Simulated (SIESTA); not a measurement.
Band structure of TaN (Fm-3m, 2 atoms in the cell).

```xyz
2
Lattice="0.0000 2.2113 2.2113 2.2113 0.0000 2.2113 2.2113 2.2113 0.0000" Properties=species:S:1:pos:R:3 pbc="T T T"
Ta     2.2113     2.2113     2.2113
N      0.0000     0.0000     0.0000
```

Method of the run: GGA PBE, numerical atomic orbitals TZP, PseudoDojo PBE standard norm-conserving potentials (rewritten from UPF to PSML) run with SIESTA.

Settings: XC.functional = GGA; XC.authors = PBE; potentials = PseudoDojo PBE standard; PAO.BasisSize = TZP; PAO.EnergyShift = 0.01 Ry; MeshCutoff = 350 Ry; kgrid.MonkhorstPack = 9 9 9; OccupationFunction = MP; OccupationMPOrder = 0; ElectronicTemperature = 2320.9 K; MaxSCFIterations = 150; SCF.Mixer.Method = Pulay; SCF.Mixer.Weight = 0.25; SCF.Mixer.History = 6.

The starting cell comes from a database of computed structures (which also holds hypothetical and non-ambient phases and stackings), without a prior relaxation at this level. Spin-orbit coupling is off. Spin polarisation is off. Values carry the incompleteness of an atom-centred basis.

Levels in eV from the Fermi level, bands 6 to 11:
| point | 6 | 7 | 8 | 9 | 10 | 11 |
|---|---|---|---|---|---|---|
| Γ | -3.58 | -3.58 | -3.58 | -2.00 | -2.00 | -2.00 |
| X | -6.53 | -5.29 | -4.43 | -4.43 | 2.11 | 3.47 |
| W | -7.26 | -6.63 | -6.63 | -0.05 | -0.05 | 3.49 |
| K | -7.51 | -6.68 | -5.99 | -2.07 | 2.52 | 2.56 |
| L | -10.15 | -7.39 | -7.39 | 1.89 | 1.89 | 2.04 |
| U | -7.51 | -6.68 | -5.99 | -2.07 | 2.52 | 2.56 |

Bands cross the Fermi level along this path, so the cell is metallic at this level.

Higher empty bands are left out: an atom-centred basis made for the valence describes them poorly.
